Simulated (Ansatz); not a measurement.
The reference is Ag in the fcc (Cu type) structure (space group Fm-3m, No. 225; a = 4.001 Å; relaxed with 0.1 eV smearing).

Method: Kohn–Sham DFT with the LDA functional, run in Ansatz (a quantum-chemistry and plane-wave program) with PAW and 420 eV plane waves, scalar-relativistic without spin-orbit coupling.

Strains are applied to the cell and any free atomic positions relax.

One change was made to it. Results:

```csv
quantity,base,after
pressure,0.0 GPa,-7.0 GPa
energy relative to the base (free energy F),0 meV/atom,+23 meV/atom
```

Task: Which change produced these results?
A) isotropic strain +2.00 %
B) isotropic strain +1.50 %
C) isotropic strain −3.00 %

Result: A, isotropic strain +2.00 %. For comparison, the energy relative to the base in the other runs: isotropic strain +1.50 % gives +13 meV/atom; isotropic strain −3.00 % gives +65 meV/atom.

Stability against distortions was not tested.
